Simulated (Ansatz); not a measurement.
The parent structure is CaMnO3 in the cubic perovskite structure (space group Pm-3m, No. 221; a = 3.719 Å; ferromagnetic; a cell from a computed database, its experimental status unchecked).

Calculations: Kohn–Sham DFT with the PBEsol functional, run in Ansatz (an electronic-structure program) with PAW and 420 eV plane waves, scalar-relativistic without spin-orbit coupling.

One change was made to it. Results:

The band gap is still zero; the largest site moment stays essentially unchanged (2.28 μB against 2.27 μB); the volume per atom shrinks by 0.078 Å³, from 10.28 Å³ to 10.21 Å³.

Question: Which change produced these results?
(A) pressure 1.5 GPa
(B) pressure 7.5 GPa
(C) pressure 5 GPa

Answer: A, pressure 1.5 GPa. For comparison, the volume per atom in the other runs: pressure 7.5 GPa gives 9.92 Å³; pressure 5 GPa gives 10.04 Å³.

Load acts through the strain it causes; cell and atoms are relaxed under it. Whether these cells are dynamically stable was not tested. Competing high-pressure phases were not computed. No Hubbard U is applied and the magnetic state is the run's own (CaMnO3 ferromagnetic); small cells can't hold the antiferromagnetic order that many such compounds have, so gaps and moments can be off. Many cubic perovskites are stable only at high temperature; tilts and polar distortions were not tested.
